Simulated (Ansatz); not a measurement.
# Effect of biaxial strain −1.58 %, plane normal [110], relaxed out of plane on ZrIr2

Base system: ZrIr₂ in the cubic Laves (MgCu2 type) structure (space group Fd-3m, No. 227; a = 7.346 Å). Axes: x, y, z lie along the cube axes.

The change: compressive biaxial strain of 1.58 % in the plane normal to [110], as in epitaxy on a mismatched substrate; the out-of-plane cell vector and the atoms relax.

The values are results of DFT with PBEsol, PAW potentials and a 420 eV plane-wave cutoff in Ansatz (a quantum-chemistry and plane-wave program), no SOC, not measurements. k-mesh 11×11×11 (Γ-centred); smearing 0.05 eV (Fermi–Dirac).

The volume per atom falls by 0.33 Å³, from 16.52 Å³ to 16.19 Å³ and the energy rises by 14 meV/atom. The band gap is still zero and the out-of-plane strain amounts to +1.19 % (rough).

Without a gap, meshes like the base's 11×11×11 leave anisotropic stresses uncertain by several tenths of a GPa, and small strain energies with them. Whether these cells are dynamically stable was not tested. The final runs are not spin-polarised.
